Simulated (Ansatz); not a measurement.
Input and output of a relaxation of cell and atoms for Zr2Al3Zn (R-3m, 6 atoms in the cell) (Ansatz, a program for electronic structure).

Method: PBEsol, PAW files made with PBE (plane waves; Ansatz).

```xyz
6
Lattice="2.6660 1.5392 4.2678 -2.6660 1.5392 4.2678 0.0000 -3.0784 4.2678" Properties=species:S:1:pos:R:3 pbc="T T T"
Zr     0.0000     0.0000     7.9960
Zr     0.0000     0.0000     4.8076
Al    -1.3330     0.7696     2.1339
Al     0.0000    -1.5392     2.1339
Al     1.3330     0.7696     2.1339
Zn     0.0000     0.0000     0.0000
```

Reference input (self-consistent single point, DFT, PBEsol, plane waves, PAW files made with PBE): basis.ecutwfc = 420 eV; kpoints.mp_grid.grid = 7 7 7; hamiltonian.xc = pbesol; hamiltonian.pseudopotentials = {kind: paw} (an earlier, softer set of the program's PAW files); scf.occupations.method = gaussian; scf.occupations.width = 0.136 eV. This run's input differs from it in these lines:

```diff
@@ -27,2 +27,4 @@
     width: 0.136 eV
+relax:
+  cell: {}
 output:
```

Log, with long lists cut:

```
   [... SCF lines of the steps left out ...]
relax step   1: F+E_penalty+E_count = -13115.03054845 eV  Δ(F+E_penalty+E_count) = +0.000e0 eV  max|allowed force component| = 4.140e-2 eV/Å  Δτ_max = 0.0000 Å  P = -3.498 GPa  Ω = 105.077 Å³  (9 SCF iters, dr2 threshold 1.00e-7 eV, accepted)
relax step   2: F+E_penalty+E_count = -13115.05649332 eV  Δ(F+E_penalty+E_count) = -2.594e-2 eV  max|allowed force component| = 8.728e-2 eV/Å  Δτ_max = 0.0114 Å  P = +2.036 GPa  Ω = 100.226 Å³  energy of the carried Pulay correction = +8.276e-4 eV  [...]
   [... lines left out ...]
relax step   4: F+E_penalty+E_count = -13115.06718616 eV  Δ(F+E_penalty+E_count) = -2.335e-4 eV  max|allowed force component| = 1.506e-3 eV/Å  Δτ_max = 0.0046 Å  P = +0.000 GPa  Ω = 101.875 Å³  energy of the carried Pulay correction = +5.419e-4 eV  [...]
relax step   5: F+E_penalty+E_count = -13115.06669680 eV  Δ(F+E_penalty+E_count) = +4.894e-4 eV  max|allowed force component| = 1.511e-3 eV/Å  Δτ_max = 0.0000 Å  P = -0.004 GPa  Ω = 101.875 Å³  stress off target by 1.53e-2 GPa  SCF on the basis [...]
basis re-selected at this cell: Δ(F+E_penalty+E_count) = +4.894e-4 eV, ΔP = -0.005 GPa vs the last step
the relaxation is at rest under the 12 symmetry operations that the run kept from its start: a minimum is not shown …
Free energy (F): -13115.066697 eV
Internal energy: -13115.039766 eV  (E = F + TS)
E sigma→0 (E₀):  -13115.053231 eV
Entropy (-TS):   -0.026931 eV (-4.489 meV/atom)
Fermi energy:    11.605285 eV
--- Forces (eV/Å), atoms counted from 1 ---
  atom   1  Zr    -0.00000000    -0.00000000     0.00151069
   [... lines left out ...]
  cell:  # Å, volume = 101.8751 Å³
   [... lines left out ...]
    - { symbol: Zr, position: [0.37580200980503764, 0.37580200980503764, 0.3758020098050377] }
    - { symbol: Al, position: [2.7755575615628914e-17, 0.4999999999999999, 2.7755575615628914e-17] }
    - { symbol: Al, position: [0.0, 0.0, 0.5] }
    - { symbol: Al, position: [0.4999999999999999, 2.7755575615628914e-17, 2.7755575615628914e-17] }
    - { symbol: Zn, position: [2.1416698675733258e-19, 2.1416698675733258e-19, 4.523131122919587e-17] }
```

The run converged.  The full log also holds: “iter 5 did not close the SCF: its close was put off for the readings that it lacked (scf_convergence_deferred on its scf_iter line)”.

Summary of the result:
| Item | Value |
|---|---|
| Free energy E − TS (on the zero of these files) | -13115.0667 eV |
| Fermi level (on the code's own zero) | 11.61 eV |
| Pressure | 0.00 GPa |
| Largest force (vector length) | 0.002 eV/Å |
| Final cell | a = 5.2064 Å, b = 5.2064 Å, c = 5.2064 Å, α = 60.93°, β = 60.93°, γ = 60.93° |
| Final volume per atom | 16.98 Å³ |
| Relaxation steps | 5 |

The starting cell comes from a database of computed structures (which also holds hypothetical and non-ambient phases and stackings), without a prior relaxation at this level. Its lattice was rescaled by a random factor within 2.5 % of one. The relaxation keeps the symmetry of its start, so its end need not be a minimum. Ansatz's pressure includes its estimate of the finite-basis (Pulay) stress.

Cost on one core of a shared machine: roughly 90 s.

Keys are those of Ansatz 0.2.
